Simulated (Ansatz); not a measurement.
**SrCl2: uniaxial strain ε_zz = −1.00 %**

The reference is SrCl₂ in the fluorite structure (space group Fm-3m, No. 225; a = 6.9078 Å). Axes: x, y, z lie along the cube axes.

Now apply this change: the cell is compressed by 1.00 % along z with no lateral relaxation, atoms relaxed at fixed cell.

The values are results of PBEsol/PAW in Ansatz (a first-principles code), spin-orbit coupling left out, not measurements. Settings: 8×8×8 k-points, 0.05 eV Fermi–Dirac smearing.

The space group becomes I4/mmm (No. 139) (base: Fm-3m (No. 225)) and the shortest interatomic distance drops by 0.019 bohr to 5.634 bohr. The energy rises by 0.6 meV/atom and the pressure (mean of the normal stresses, compression positive) goes from zero to 0.39 GPa. The band gap decreases by 0.01 eV (5.25 eV → 5.24 eV) and the gap character is indirect, M → Γ. The smallest direct gap shrinks by 0.05 eV, from 5.34 eV to 5.29 eV and the electron mass becomes 0.40 mₑ along z, 0.36 mₑ across (at Γ) (base: 0.37 mₑ (at Γ)). The stress (xx, yy, zz, yz, xz, xy; compression positive) amounts to (0.22, 0.22, 0.75, 0.00, 0.00, 0.00) GPa.

Masses are band curvatures over ±0.01 Å⁻¹ around the edge. Whether these cells are dynamically stable was not tested. k-point labels follow each cell's own Brillouin zone.
